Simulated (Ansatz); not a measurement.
We look at the energy of the reaction as written. Reaction: cell B → cell A. Negative: the products are lower in energy.

Cell A: a sheet of composition Al2, 2 atoms, hexagonal cell of 2.75 Å (6.5 Å²), symmetry P-3m1, 2.5 Å thick under 14 Å of vacuum, in-plane vectors relaxed; planes from bottom to top: Al × 2; a model cell; spin state with PBE: run without spin, k-point mesh 18×18×1.
```
CELL_PARAMETERS angstrom
      2.74598     0.00000     0.00000
     -1.37299     2.37809     0.00000
      0.00000     0.00000    16.90209
ATOMIC_POSITIONS crystal
  Al 0.33333 0.66667 0.57289
  Al 0.66667 0.33333 0.42711
```

Cell B: a sheet of composition Al2, 2 atoms, hexagonal cell of 4.47 Å (17.3 Å²), symmetry P6/mmm, 0.0 Å thick under 16 Å of vacuum, in-plane vectors relaxed; planes from bottom to top: Al2, all atoms in one plane; a model cell; spin state with PBE: run without spin, k-point mesh 18×18×1.
```
Al
1.0
    4.47278     0.00000     0.00000
   -2.23639     3.87354     0.00000
    0.00000     0.00000    16.00000
Al
2
Direct
  0.33333   0.66667   0.50000
  0.66667   0.33333   0.50000
```

Computed with Ansatz (plane waves, PAW), its default PAW set, cutoff 420 eV, 500 eV for r2SCAN. The structures are at rest with PBE; other levels are single points on them. Neutral cells; Fermi-Dirac smearing of at most 0.10 eV in the solids, energies taken to zero width. The lattices are those relaxed with PBE, so at other levels the solids can be strained, which adds to the spread. A dispersion term (D3(BJ), or D4 for r2SCAN) was computed beside these levels and is taken off wherever the name lacks it. Static lattices, no vibrational contributions. The cells' k-point meshes differ in density, so the last digit is unsettled. Cell A has symmetry P-3m1 and got no random move, so less symmetric positions, which may lie lower, weren't tried. Cell B has symmetry P6/mmm and got no random move, so less symmetric positions, which may lie lower, weren't tried.

### Question
Predict the value from r2SCAN.

### Answer
-1.89 eV, for cell B → cell A.

### Question
How does the value move with the functional?

### Answer
| Functional | value (eV) | less r2SCAN |
|---|---|---|
| PBE | -1.73 | 0.16 |

The levels span 0.16 eV, from r2SCAN (-1.89) to PBE (-1.73).

Ansatz is a first-principles code.
